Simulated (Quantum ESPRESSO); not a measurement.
Quantum ESPRESSO run on TiTe2 (P1, 3 atoms in the cell): self-consistent single point.

Computed with PBE, GBRV 1.5 ultrasoft (PBE) pseudopotentials (plane waves; Quantum ESPRESSO).

The change in words: lattice scaled by 0.98. Reference geometry:
```xyz
3
Lattice="3.8242 0.0000 0.0000 -1.9121 3.3119 0.0000 0.0000 0.0000 6.7183" Properties=species:S:1:pos:R:3 pbc="T T T"
Ti    -0.0173     0.0028    -0.0011
Te     1.9251     1.0955     5.0386
Te     0.0044     2.2135     1.6808
```

Reference input (self-consistent single point, DFT, PBE, plane waves, GBRV 1.5 ultrasoft (PBE) pseudopotentials): ecutwfc = 50 Ry; ecutrho = 400 Ry; occupations = smearing; smearing = gaussian; degauss = 0.0099958 Ry; potentials = {Ti: ti_pbe_v1.4.uspp.F.UPF, Te: te_pbe_v1.uspp.F.UPF}; K_POINTS = automatic 6 6 3 0 0 0; conv_thr = 1e-10 Ry. This run's input differs from it in these lines:

```diff
@@ -25,5 +25,5 @@
 CELL_PARAMETERS {bohr}
-   7.22670954     0.00000000     0.00000000
-  -3.61335477     6.25851403     0.00000000
-   0.00000000     0.00000000    12.69565254
+   7.08217573     0.00000000     0.00000000
+  -3.54108787     6.13334424     0.00000000
+   0.00000000     0.00000000    12.44173949
 ATOMIC_POSITIONS {crystal}
```

The program printed (abridged):

```
     Self-consistent Calculation

     iteration #  1     ecut=    50.00 Ry     beta= 0.70

     negative rho (up, down):  4.747E-04 0.000E+00

     total energy              =    -171.90364270 Ry
     estimated scf accuracy    <       0.73999002 Ry

     iteration #  2     ecut=    50.00 Ry     beta= 0.70

     negative rho (up, down):  6.795E-04 0.000E+00

     total energy              =    -171.86324190 Ry
     estimated scf accuracy    <       5.62788283 Ry

     iteration #  3     ecut=    50.00 Ry     beta= 0.70

     negative rho (up, down):  7.527E-04 0.000E+00

     total energy              =    -172.37275200 Ry
     estimated scf accuracy    <       0.13928303 Ry

   [... 8 blocks of this kind left out ...]

     iteration # 12     ecut=    50.00 Ry     beta= 0.70

     negative rho (up, down):  6.602E-04 0.000E+00

     total energy              =    -172.39847633 Ry
     estimated scf accuracy    <          2.4E-09 Ry

     iteration # 13     ecut=    50.00 Ry     beta= 0.70

     negative rho (up, down):  6.602E-04 0.000E+00
     End of self-consistent calculation

     the Fermi energy is     7.9993 ev

!    total energy              =    -172.39847633 Ry
     estimated scf accuracy    <          2.4E-11 Ry
     smearing contrib. (-TS)   =      -0.00085205 Ry
     internal energy E=F+TS    =    -172.39762428 Ry

     convergence has been achieved in  13 iterations

     negative rho (up, down):  6.602E-04 0.000E+00

     Forces acting on atoms (cartesian axes, Ry/au):

     atom    1 type  1   force =     0.00730601   -0.00123771    0.00098811
     atom    2 type  2   force =    -0.00461184    0.00216105   -0.02926822
     atom    3 type  2   force =    -0.00269416   -0.00092333    0.02828011

     Total force =     0.041789     Total SCF correction =     0.000009

     negative rho (up, down):  6.602E-04 0.000E+00
          total   stress  (Ry/bohr**3)                   (kbar)     P=       41.09
   0.00026815  -0.00000438   0.00001046           39.45       -0.64        1.54
  -0.00000438   0.00025448  -0.00001685           -0.64       37.43       -2.48
   0.00001046  -0.00001685   0.00031528            1.54       -2.48       46.38

   JOB DONE.
```

The run converged in 13 iterations. Against the reference run the free energy rises by 20.8 meV/atom, the pressure goes from 0.08 to 4.11 GPa and the largest force goes from 0.197 to 0.764 eV/Å.

The starting cell comes from a database of computed structures (which also holds hypothetical and non-ambient phases and stackings), without a prior relaxation at this level. Its atoms were displaced at random from the sites of space group no. 164. For this run, on top of that: lattice scaled by 0.98. Spin polarisation is off, so a magnetic state, if there is one, cannot be reached. With a pressure of about 4 GPa the cell is away from its equilibrium volume at this level.

Cost on one core of a shared machine: roughly 90 s.
